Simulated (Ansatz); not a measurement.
Ansatz (a quantum-chemistry and plane-wave program) run on Cs3K (P3m1, 8 atoms in the cell): relaxation of the atoms.

Method of the run: LDA (PW92), default PAW files made with PBE (plane waves; Ansatz).

The change in words: one atom moved by 0.15 angstrom; relax: default → atoms; relax.f_tol: default → 0.02 eV/Å. Reference geometry:
```xyz
8
Lattice="10.7541 0.0000 0.0000 -5.3770 9.3133 0.0000 0.0000 0.0000 8.6798" Properties=species:S:1:pos:R:3 pbc="T T T"
K      0.0000     6.2089     6.5099
K      5.3771     3.1044     2.1700
Cs     0.0000     3.1580     2.1700
Cs     5.3770     6.1554     6.5099
Cs     8.0192     1.5790     6.5099
Cs    -2.6422     7.7343     2.1700
Cs     2.6422     7.7343     2.1700
Cs     2.7349     1.5790     6.5099
```

Reference input (self-consistent single point, DFT, LDA (PW92), plane waves, default PAW files made with PBE): basis.ecutwfc = 420 eV; kpoints.mp_grid.grid = 3 3 3; hamiltonian.xc = lda; hamiltonian.pseudopotentials = {kind: paw} (the program's default PAW files); scf.occupations.method = gaussian; scf.occupations.width = 0.1 eV. This run's input differs from it in these lines:

```diff
@@ -7,3 +7,3 @@
   atoms:
-    - { symbol: K, position_ang: [-0.000005, 6.208880, 6.509859] }
+    - { symbol: K, position_ang: [-0.000005, 6.208880, 6.659855] }
     - { symbol: K, position_ang: [5.377051, 3.104436, 2.169953] }
@@ -28,2 +28,4 @@
     width: 0.1
+relax:
+  f_tol: 0.02
 output:
```

The program printed (abridged):

```
   [... SCF lines of the steps left out ...]
relax step   1: F+E_penalty+E_count = -36021.38505794 eV  Δ(F+E_penalty+E_count) = +0.000e0 eV  max|allowed force component| = 2.594e-2 eV/Å  Δτ_max = 0.0000 Å  (6 SCF iters, dr2 threshold 1.00e-5 eV, accepted)
relax step   2: F+E_penalty+E_count = -36021.38554455 eV  Δ(F+E_penalty+E_count) = -4.866e-4 eV  max|allowed force component| = 2.461e-2 eV/Å  Δτ_max = 0.0071 Å  (4 SCF iters, accepted)
relax step   3: F+E_penalty+E_count = -36021.38855602 eV  Δ(F+E_penalty+E_count) = -3.011e-3 eV  max|allowed force component| = 4.330e-3 eV/Å  Δτ_max = 0.1258 Å  (7 SCF iters, accepted)
the relaxation is at rest under the 6 symmetry operations that the run kept from its start: a minimum is not shown …
Free energy (F): -36021.388556 eV
Internal energy: -36021.320170 eV  (E = F + TS)
E sigma→0 (E₀):  -36021.354363 eV
Entropy (-TS):   -0.068386 eV (-8.548 meV/atom)
Fermi energy:    1.747019 eV
--- Forces (eV/Å), atoms counted from 1 ---
  atom   1  K     -0.00000000    -0.00000000     0.00118838
  atom   2  K      0.00000000     0.00000000     0.00096243
  atom   3  Cs    -0.00000000    -0.00432979    -0.00142861
  atom   4  Cs     0.00000000     0.00334670     0.00071246
  atom   5  Cs     0.00289833    -0.00167335     0.00071246
  atom   6  Cs    -0.00374971     0.00216490    -0.00142861
   [... lines left out ...]
    - { symbol: Cs, position: [0.8281761570938433, 0.17182384290615693, 0.7519362594770824] }
    - { symbol: Cs, position: [0.1719381095902307, 0.8280618904097692, 0.2527006966792862] }
    - { symbol: Cs, position: [0.6561237808195385, 0.8280618904097691, 0.2527006966792862] }
    - { symbol: Cs, position: [0.34364768581231375, 0.1718238429061569, 0.7519362594770824] }
```

The run converged. 

Summary of the result:
| Property | Value |
|---|---|
| Free energy E − TS (on the zero of these files) | -36021.3886 eV |
| Fermi level (on the code's own zero) | 1.75 eV |
| Pressure | -0.42 GPa |
| Largest force (vector length) | 0.005 eV/Å |
| Relaxation steps | 3 |

The starting cell comes from a database of computed structures (which also holds hypothetical and non-ambient phases and stackings), without a prior relaxation at this level. Its lattice was rescaled by up to half a per cent. For this run, on top of that: one atom moved by 0.15 angstrom. The relaxation keeps the symmetry of its start, so its end need not be a minimum. Ansatz's pressure includes its estimate of the finite-basis (Pulay) stress.

Cost on one core of a shared machine: roughly 90 s.

Keys are those of Ansatz 0.2.
